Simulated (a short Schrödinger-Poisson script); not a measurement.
# MOS inversion layer, SiO2 on p-type Si(100)

System: MOS inversion layer, SiO2 on p-type Si(100), at 300 K.

| layer | material | thickness (nm) | Na (cm⁻³) |
|---|---|---|---|
| 1 | SiO2 | 2.2 | - |
| 2 | Si | 960 | 2e17 |

The device is made up for the run: typed textbook-type constants, with dimensions and the other settings drawn at random. SiO2: permittivity 3.9, conduction-band edge (eV) 3.15, gap (eV) 9, electron mass (mₑ) 0.5. Si: permittivity 11.7, conduction-band edge (eV) 0, gap (eV) 1.124, Nv at 300 K (cm⁻³) 3.1e19.

Channel valleys (confinement mass, in-plane density-of-states mass, number): Δ2 0.916, 0.19, 2; Δ4 0.19, 0.417, 4. At the gate the conduction-band edge of layer 1 lies 3.18 eV − eVg above the Fermi level of the channel; the field vanishes at the back. Gaps are held at their typed values at every temperature. Mesh 0.03 nm at interfaces.

From a short Schrödinger-Poisson script (our own, NumPy): 1D Poisson equation in equilibrium, electrons quantum, Hartree (BenDaniel-Duke, 12 states a valley, the channel's in-plane mass for all, wave functions free to enter the dielectric), parabolic valleys, classical holes, full ionisation, no traps, pinning or gate leakage.

```
Vg (V)  electrons (cm⁻²)  C (μF/cm²)  Δ2 E0 (meV)  Δ2 E1 (meV)  Δ4 E0 (meV)  Δ4 E1 (meV)
------  ----------------  ----------  -----------  -----------  -----------  -----------
-0.2              1.16e6       0.149        414.3        456.6        447.4        517.2
0                 9.97e8       0.137        237.5        283.9        273.5        350.4
0.2              2.82e11       0.751         89.0        140.3        128.6        211.9
0.4              1.50e12        1.14         41.0        100.7         86.9        176.1
0.6              2.99e12        1.24         18.5         86.4         70.4        164.5
0.8              4.56e12        1.28          3.0         78.4         60.3        158.6
1                6.18e12        1.31         -9.4         73.0         52.8        155.0
1.2              7.83e12        1.33        -19.9         69.1         46.8        152.4
1.4              9.50e12        1.35        -29.4         66.0         41.7        150.6
1.6              1.12e13        1.36        -38.0         63.5         37.1        149.2
```

Gate voltages with under 1e6 electrons/cm² are left out.

Subbands count from the Fermi level.
